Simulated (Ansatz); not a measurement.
A self-consistent single point of Ni2Ge (P6_3/mmc, 6 atoms in the cell) with Ansatz (a quantum-chemistry and plane-wave program).

Computed with LDA (PW92), default PAW files made with PBE (plane waves; Ansatz).

```xyz
6
Lattice="3.9798 0.0000 0.0000 -1.9899 3.4466 0.0000 0.0000 0.0000 5.0239" Properties=species:S:1:pos:R:3 pbc="T T T"
Ni     1.9899     1.1489     1.2560
Ni     0.0000     2.2977     3.7679
Ni     0.0000     0.0000     0.0000
Ni     0.0000     0.0000     2.5119
Ge     1.9899     1.1489     3.7679
Ge     0.0000     2.2977     1.2560
```

Reference input (self-consistent single point, DFT, PBEsol, plane waves, default PAW files made with PBE): kpoints.mp_grid.grid = 9 9 6; hamiltonian.xc = pbesol; hamiltonian.pseudopotentials = {kind: paw} (the program's default PAW files); scf.occupations.method = gaussian; scf.occupations.width = 0.272 eV. This run's input differs from it in these lines:

Ansatz 0.2 input:
```diff
@@ -16,3 +16,3 @@
 hamiltonian:
-  xc: pbesol
+  xc: lda
   pseudopotentials: { kind: paw }
```

The program printed (abridged):

```
SCF iter   1: F=—  HF=-31527.058241 eV  |F-HF|=—  |Δ(HF+E_count)|=         —  Δρ=2.27e-2  dr2=1.81e-1  ethr=1.77e-3  ⟨swp⟩=5.0  Hψ=8608  notcnv=0
all-band conjugate gradients solve this SCF's bands
preconditioner: auto → Kerker (q_TF=auto, 2.903 Å⁻¹)
SCF iter   2: F=—  HF=-31527.032079 eV  |F-HF|=—  |Δ(HF+E_count)|=   2.62e-2  Δρ=6.51e-3  dr2=1.62e-2  ethr=1.81e-4  ⟨swp⟩=2.5  Hψ=5475  notcnv=0
   [... lines left out ...]
SCF iter   5: F=—  HF=-31527.029952 eV  |F-HF|=—  |Δ(HF+E_count)|=   1.26e-5  Δρ=2.38e-4  dr2=2.71e-5  ethr=9.56e-8  ⟨swp⟩=2.0  Hψ=3890  notcnv=0
SCF iter   6: F=—  HF=-31527.029943 eV  |F-HF|=—  |Δ(HF+E_count)|=   9.03e-6  Δρ=7.82e-5  dr2=3.12e-6  ethr=2.71e-8  ⟨swp⟩=2.0  Hψ=3359  notcnv=0
SCF iter   7: F=—  HF=-31527.029942 eV  |F-HF|=—  |Δ(HF+E_count)|=   1.00e-6  Δρ=3.08e-5  dr2=5.65e-7  ethr=3.12e-9  ⟨swp⟩=2.2  Hψ=4358  notcnv=0
SCF iter   8: F=-31527.029942 eV  HF=-31527.029942 eV  |F-HF|=4.09e-8  |Δ(HF+E_count)|=   1.11e-7  Δρ=8.12e-6  dr2=4.26e-8  ethr=1.00e-10  ⟨swp⟩=7.3  Hψ=13078  notcnv=0
SCF 1 converged in 8 iterations: F = -31527.029942 eV  dr2 = 4.26e-8
Free energy (F): -31527.029942 eV
Internal energy: -31526.904301 eV  (E = F + TS)
E sigma→0 (E₀):  -31526.967122 eV
Entropy (-TS):   -0.125641 eV (-20.940 meV/atom)
Fermi energy:    17.870041 eV
--- Forces (eV/Å), atoms counted from 1 ---
  atom   1  Ni    -0.00000000    -0.00000000     0.00000000
   [... zero for the other atoms too ...]
--- Stress (GPa, compression-positive) ---
       -7.630216      -0.000000       0.000000
       -0.000000      -7.630216       0.000000
        0.000000       0.000000      -6.434941
  P = ⅓ Tr σ = -7.2318 GPa (-72.318 kbar)
  The stress holds the Pulay correction. Without it, at fixed plane waves, as pw.x and ABINIT print it: P = -7.3272 GPa
```

The run converged in 8 iterations. Against the reference run the pressure goes from -1.01 to -7.23 GPa.

The starting cell comes from a database of computed structures (which also holds hypothetical and non-ambient phases and stackings), without a prior relaxation at this level. Spin polarisation is off. With a pressure of about -7 GPa the cell is away from its equilibrium volume at this level. Ansatz's pressure includes its estimate of the finite-basis (Pulay) stress.
